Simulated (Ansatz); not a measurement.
# TaN (P6/mmm, No. 191, 6 atoms in the cell; start COD 9008975; the formula has other measured phases)

These are r²SCAN (plane waves, PAW; Ansatz, a program for electronic structure) values and carry that method's errors.

Run with plane-wave cutoff 560 eV, 12×12×20 k mesh (along the axes of the cell as run), Fermi–Dirac smearing 0.05 eV, scalar-relativistic PAW data made under PBE.

Cell (relaxed at this level):

```yaml
crystal:
  lattice:
    - [5.23462, 0.00000, 0.00000]
    - [-2.61731, 4.53331, 0.00000]
    - [0.00000, 0.00000, 2.90793]
  atoms:
    - { symbol: Ta, position: [0.00000, 0.00000, 0.00000] }
    - { symbol: Ta, position: [0.33333, 0.66667, 0.50000] }
    - { symbol: Ta, position: [0.66667, 0.33333, 0.50000] }
    - { symbol: N, position: [0.50000, 0.00000, 0.00000] }
    - { symbol: N, position: [0.50000, 0.50000, 0.00000] }
    - { symbol: N, position: [0.00000, 0.50000, 0.00000] }
```

For TaN (P6/mmm, No. 191, 6 atoms in the cell; start COD 9008975; the formula has other measured phases), the band gap comes out as zero (no gap). The bulk modulus is 299 GPa.

Note: the relaxation could not lower the start's symmetry, so the cell can be a saddle point above a distorted one; the bulk modulus is −V dP/dV from two relaxed cells at ±2 % in volume.

Spin–orbit coupling is not included; it can open a gap where bands touch, and shift volumes and moduli.

Static lattice: no zero-point or thermal effects.
